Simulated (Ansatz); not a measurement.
# HfO2 (Pnma, No. 62, 12 atoms in the cell; start mp-741; a measured phase of this formula has another space group)

These are HSE06 in Ansatz (PAW) values and carry that method's errors.

Settings: plane-wave cutoff 500 eV, 4×6×4 k mesh (along the axes of the cell as run), gaussian smearing 0.02 eV, scalar-relativistic PAW data made under PBE.

Cell (relaxed with r²SCAN):

HfO$_{2}$ is taken in the orthorhombic space group Pnma (No. 62), Pearson symbol oP12. Lattice parameters: a = 5.541 Å, b = 3.317 Å, c = 6.468 Å, α = β = γ = 90.00°. Hf on 4c is coordinated by 5 O at 2.129–2.159 Å and 2 O at 2.274 Å and 2 O at 2.559 Å. O1 on 4c is coordinated by 1 Hf at 2.153 Å and 2 Hf at 2.274 Å and 2 Hf at 2.559 Å. O2 on 4c is surrounded by 4 Hf at 2.129–2.159 Å (tetrahedral). (Neighbours: up to the widest gap in distance over summed covalent radii, below 1.35, at either atom; cation-cation and far metal-metal contacts left out.)

For HfO2 (Pnma, No. 62, 12 atoms in the cell; start mp-741; a measured phase of this formula has another space group), the band gap is 4.98 eV (on the SCF k mesh).

Note: cell and atoms aren't relaxed at this level (largest force component 0.05 eV/Å, pressure -0.7 GPa).

Spin–orbit coupling is not included.

Cost on a shared machine: roughly 15 core-minutes.

A start named mp-… is a Materials Project structure, which need not be a measured phase.

Ansatz is a first-principles code.
